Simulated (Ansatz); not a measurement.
We consider BeAlNO (model structure, started from the AlSiCN type, P3m1, No. 156, 4 atoms in the cell), described by LDA in Ansatz (plane waves, PAW).

Run with plane-wave cutoff 520 eV, 12×12×8 k mesh (along the axes of the cell as run), Fermi–Dirac smearing 0.01 eV, scalar-relativistic PAW data made under PBE.

Cell (relaxed at this level):

```
AlBeNO
1.0
    2.95781     0.00000     0.00000
   -1.47890     2.56154     0.00000
    0.00000     0.00000     4.60988
Al Be O N
1 1 1 1
Cartesian
  0.00000   1.70769   2.35671
  1.47890   0.85384   4.57258
  0.00000   1.70769   0.52007
  1.47890   0.85384   2.92282
```

Q: Give the computed band gap and bulk modulus B0.

A: 
- band gap = 4.64 eV (on the SCF k mesh)
- bulk modulus B0 = 204 GPa

Note: the bulk modulus is −V dP/dV from two relaxed cells at ±2 % in volume; the relaxation could raise the start's symmetry but not lower it, so the cell can be a saddle point.

Computed values are for the static lattice.

A model structure was made by putting elements into a prototype or built by hand; it is no filed structure, need not be a known phase, and can be a saddle point held by its symmetry.

Ansatz is a program for electronic structure.
